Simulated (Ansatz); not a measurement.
Levels about the gap of amorphous Ga24O39In2 (65 atoms in a cell of 831 Å³, 5.05 g/cm³; zone centre alone, so wide bands show as single levels with stretches between that a denser mesh fills), at the geometry that PBE relaxed, where it gives 0.1 GPa on a denser mesh. The participation number counts the atoms over which a state spreads; weights are charges in smoothed Voronoi cells. The levels come from a single point, so bond lengths are those of that geometry. Method of the levels: PBE, scalar-relativistic without spin-orbit coupling (Ansatz, a first-principles code). Sampling: the zone centre alone; Fermi-Dirac width 0.02 eV; no spin polarisation. At PBE the levels at the filled edge of the gap are localised (band-tail or defect states), and the nearest spread-out levels lie 1.7 eV apart at the zone centre.

It comes from a melt-quench run on a machine-learned potential (CHGNet), relaxed afterwards by DFT. O atoms were pushed apart under 1.9 Å during the dynamics, to hinder bonds among them. The hot cell started wider than the set density and was brought back towards it in steps. It is the lowest in DFT energy of 2 quenches. It is a model cell: composition and starting density were chosen by hand, and all elements were melted together. No dispersion term was used. Its density started from a set value of 5.14 and ended at 5.05 g/cm³. The quench (nominally 280 K/ps over its main leg) was far faster than any real one, so the model tends to hold more defects than a real film. A cell of this size samples the disorder only roughly. Volume and shape were free in the relaxation.

| E - E(highest filled), eV | filling | participation number | largest on | weight O | weight Ga | weight In |
|---|---|---|---|---|---|---|
| -0.52 | filled | 17.6 | O, 3 neighbours | 0.94 | 0.05 | 0.00 |
| -0.44 | filled | 12.2 | O, 2 neighbours | 0.95 | 0.05 | 0.00 |
| -0.38 | filled | 13.6 | O, 3 neighbours | 0.94 | 0.06 | 0.00 |
| -0.29 | filled | 5.9 | O, 3 neighbours | 0.95 | 0.05 | 0.01 |
| -0.24 | filled | 8.6 | O, 2 neighbours | 0.95 | 0.05 | 0.00 |
| -0.14 | filled | 4.6 | O, 2 neighbours | 0.95 | 0.05 | 0.00 |
| 0.00 | filled | 3.9 | O, 3 neighbours | 0.95 | 0.04 | 0.00 |
| 1.31 | empty | 58.1 | In, 4 neighbours | 0.53 | 0.41 | 0.06 |
| 3.55 | empty | 35.6 | Ga, 4 neighbours | 0.55 | 0.39 | 0.05 |
| 3.69 | empty | 16.9 | In, 5 neighbours | 0.55 | 0.16 | 0.29 |
| 3.94 | empty | 31.3 | Ga, 4 neighbours | 0.55 | 0.32 | 0.13 |
| 4.15 | empty | 34.8 | Ga, 4 neighbours | 0.57 | 0.40 | 0.04 |
| 4.29 | empty | 31.8 | Ga, 5 neighbours | 0.57 | 0.41 | 0.02 |
| 4.66 | empty | 37.9 | Ga, 4 neighbours | 0.56 | 0.43 | 0.01 |

Most localised among these is the filled level at +0.00 eV, on a O atom, which has 3 neighbours (Ga 1.84 Å, Ga 1.92 Å, Ga 2.15 Å).
